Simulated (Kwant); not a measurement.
Device: six-terminal Hall bar in a GaN two-dimensional gas. Effective mass 0.22 mₑ, grid spacing 3.8 nm, hard walls, nominal width 100 nm (27 grid rows, so walls 106.4 nm apart), one parabolic valley, scattering region 260 nm long along x; energies count from the band bottom; Fermi energy 0.00398 eV. Four side probes 50 nm wide, two on each edge; current runs along x; the sign of the Hall resistance is a convention. Perpendicular field swept from 0.63029 to 12.858 T, also in the leads; orbital effect alone.

The device is made up for the run: typed textbook-type constants, with dimensions and the other settings drawn at random.

Model: effective-mass tight-binding model on a square grid, one spin, coherent transport at 0 K (Kwant). Resistances are in h/e².

Problem. How many Landau levels lie under the Fermi energy, and what Hall resistance follows, at 3.98 meV and 3.32 T; 3.98 meV and 4.36 T; 3.98 meV and 7.47 T; 3.98 meV and 10.6 T?

Solution. ħωc = ħeB/m = 0.526 meV a tesla; levels lie at (n + ½)ħωc. E/ħωc = 2.28 gives 2 levels and h/(2e²) = 0.500; simulated 0.500. E/ħωc = 1.73 gives 2 levels and h/(2e²) = 0.500; simulated 0.500. E/ħωc = 1.01 gives 1 level and h/(1e²) = 1.000; simulated 1.000. E/ħωc = 0.72 gives 1 level and h/(1e²) = 1.000; simulated 1.000.
